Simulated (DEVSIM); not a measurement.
Device: abrupt GaSb n-p junction, at 300 K.

```
layer (left to right)  material  thickness (μm)  Nd (cm⁻³)  Na (cm⁻³)  τn (s)  τp (s)
---------------------  --------  --------------  ---------  ---------  ------  ------
1                          GaSb           0.150       2e16          -  1.5e-8  1.5e-8
2                          GaSb            33.0          -       3e16  1.5e-8  1.5e-8
```

Left contact: ohmic. Right contact: ohmic. Voltage is applied to the left contact. Recombination: SRH at mid-gap. Mobility is μmin + (μ − μmin)/(1 + (N/Nref)^α).

The device is made up for the run: typed textbook-type constants, with dimensions and the other settings drawn at random. Values at 300 K.

| parameter | GaSb |
|---|---|
| gap (eV) | 0.726 |
| affinity (eV) | 4.06 |
| permittivity | 15.7 |
| Nc (cm⁻³) | 2.1e17 |
| Nv (cm⁻³) | 1.8e19 |
| μn (cm²/Vs) | 5000 |
| μp (cm²/Vs) | 850 |
| μn,min | 1000 |
| μp,min | 190 |
| Nref,n | 2.8e17 |
| Nref,p | 9e17 |
| αn | 1.05 |
| αp | 0.65 |

Model (solved in DEVSIM): 1D drift-diffusion, Boltzmann statistics, complete ionisation; no tunnelling, impact ionisation, image-force lowering or self-heating.

### Question
Tabulate band edges, carrier densities and field at zero bias.

### Answer
Energies count from the Fermi level of the right contact; mesh points crowd at the junctions.

```
x (μm)   Ec (eV)  Ev (eV)  n (cm⁻³)  p (cm⁻³)  field (V/cm)
-------  -------  -------  --------  --------  ------------
0.000      0.061   -0.665    2.0e16     1.2e8          7400
0.02295    0.079   -0.647    9.9e15     2.4e8          8900
0.05792    0.120   -0.606    2.1e15     1.2e9         15000
0.1039     0.211   -0.515    6.0e13    4.0e10         25000
0.1423     0.324   -0.402    7.6e11    3.2e12         34000
0.1621     0.392   -0.334    5.6e10    4.3e13         31000
0.2012     0.488   -0.238     1.3e9    1.8e15         18000
0.3181     0.559   -0.167     8.5e7    2.8e16           580
0.5262     0.561   -0.165     8.0e7    3.0e16           ≈ 0
0.9596     0.561   -0.165     8.0e7    3.0e16           ≈ 0
1.793      0.561   -0.165     8.0e7    3.0e16           ≈ 0
4.560      0.561   -0.165     8.0e7    3.0e16           ≈ 0
8.992      0.561   -0.165     8.0e7    3.0e16           ≈ 0
17.94      0.561   -0.165     8.0e7    3.0e16           ≈ 0
27.45      0.561   -0.165     8.0e7    3.0e16           ≈ 0
30.31      0.561   -0.165     8.0e7    3.0e16           ≈ 0
31.80      0.561   -0.165     8.0e7    3.0e16           ≈ 0
32.51      0.561   -0.165     8.0e7    3.0e16           ≈ 0
32.92      0.561   -0.165     8.0e7    3.0e16           ≈ 0
33.05      0.561   -0.165     8.0e7    3.0e16           ≈ 0
33.11      0.561   -0.165     8.0e7    3.0e16           ≈ 0
33.15      0.561   -0.165     8.0e7    3.0e16           ≈ 0
```
